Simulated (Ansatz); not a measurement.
Input and output of a relaxation of the atoms for NiAl (P4mm, 2 atoms in the cell) (Ansatz, a first-principles code).

Method: LDA (PW92), default PAW files made with PBE (plane waves; Ansatz).

The change in words: one atom moved by 0.15 angstrom; relax: default → atoms; relax.f_tol: default → 0.005 eV/Å. Reference geometry:
```
CELL_PARAMETERS angstrom
      2.88133     0.00000     0.00000
      0.00000     2.88133     0.00000
      0.00000     0.00000     2.88133
ATOMIC_POSITIONS crystal
  Al 0.50000 0.50000 0.50000
  Ni 0.00000 0.00000 0.00000
```

Reference input (self-consistent single point, DFT, LDA (PW92), plane waves, default PAW files made with PBE): basis.ecutwfc = 420 eV; kpoints.mp_grid.grid = 11 11 11; hamiltonian.xc = lda; hamiltonian.pseudopotentials = {kind: paw} (the program's default PAW files); scf.occupations.method = fermi_dirac; scf.occupations.width = 0.1 eV. This run's input differs from it in these lines:

```diff
@@ -6,3 +6,3 @@
   atoms:
-    - { symbol: Al, position: [0.500000, 0.500000, 0.500000] }
+    - { symbol: Al, position: [0.500000, 0.500000, 0.552059] }
     - { symbol: Ni, position: [0.000000, 0.000000, 0.000000] }
@@ -21,2 +21,4 @@
     width: 0.1 eV
+relax:
+  f_tol: 0.005
 output:
```

Output (repeated stretches shortened):

```
   [... SCF lines of the steps left out ...]
relax step   1: F+E_penalty+E_count = -6287.58400711 eV  Δ(F+E_penalty+E_count) = +0.000e0 eV  max|allowed force component| = 7.809e-1 eV/Å  Δτ_max = 0.0000 Å  (6 SCF iters, dr2 threshold 6.25e-7 eV, accepted)
relax step   2: F+E_penalty+E_count = -6287.61134103 eV  Δ(F+E_penalty+E_count) = -2.733e-2 eV  max|allowed force component| = 5.694e-1 eV/Å  Δτ_max = 0.0202 Å  (6 SCF iters, dr2 threshold 3.81e-5 eV, accepted)
relax step   3: F+E_penalty+E_count = -6287.64248998 eV  Δ(F+E_penalty+E_count) = -3.115e-2 eV  max|allowed force component| = 4.446e-3 eV/Å  Δτ_max = 0.0543 Å  (6 SCF iters, dr2 threshold 2.03e-5 eV, accepted)
relax step   4: F+E_penalty+E_count = -6287.64248999 eV  Δ(F+E_penalty+E_count) = -6.612e-10 eV  max|allowed force component| = 4.453e-3 eV/Å  Δτ_max = 0.0000 Å  (6 SCF iters, accepted)
the relaxation is at rest under the 8 symmetry operations that the run kept from its start: a minimum is not shown …
Stability not checked: this state was not tested for a lower state beside it, because too few of the mixer's solves of this state at the end of the SCF gave a …
Free energy (F): -6287.642490 eV
Internal energy: -6287.612042 eV  (E = F + TS)
E sigma→0 (E₀):  -6287.627266 eV
Entropy (-TS):   -0.030448 eV (-15.224 meV/atom)
Fermi energy:    13.643956 eV
--- Forces (eV/Å), atoms counted from 1 ---
  atom   1  Al     0.00000000     0.00000000    -0.00445406
   [... lines left out ...]
  The stress holds the Pulay correction. Without it, at fixed plane waves, as pw.x and ABINIT print it: P = -8.4464 GPa
--- Relaxed structure (4 steps of the walk, 4 accepted, 0 SCFs on fresh bases) ---
  F+E_penalty+E_count = -6287.64248999 eV   max|allowed force component| = 4.453e-3 eV/Å
  atoms:
    - { symbol: Al, position: [0.5, 0.5, 0.5261783374909162] }
    - { symbol: Ni, position: [-8.355212455650845e-36, 0.0, 0.025880662509083732] }
```

The run converged.  The full log also holds: “iter 5 did not close the SCF: its close was put off for the readings that it lacked (scf_convergence_deferred on its scf_iter line)”. The full log also holds: “iter 4 did not close the SCF: its close was put off for the readings that it lacked (scf_convergence_deferred on its scf_iter line)”.

Summary of the result:
```
Item                                                     Value
-----------------------------------------------  -------------
Free energy E − TS (on the zero of these files)  -6287.6425 eV
Fermi level (on the code's own zero)                  13.64 eV
Pressure                                             -8.36 GPa
Largest force (vector length)                       0.004 eV/Å
Relaxation steps                                             4
```

The starting cell has typed, rounded lattice constants, without a prior relaxation at this level. Its lattice was rescaled by up to half a per cent. For this run, on top of that: one atom moved by 0.15 angstrom. Spin polarisation is off. The relaxation keeps the symmetry of its start, so its end need not be a minimum. Ansatz's pressure includes its estimate of the finite-basis (Pulay) stress.

Keys are those of Ansatz 0.2.
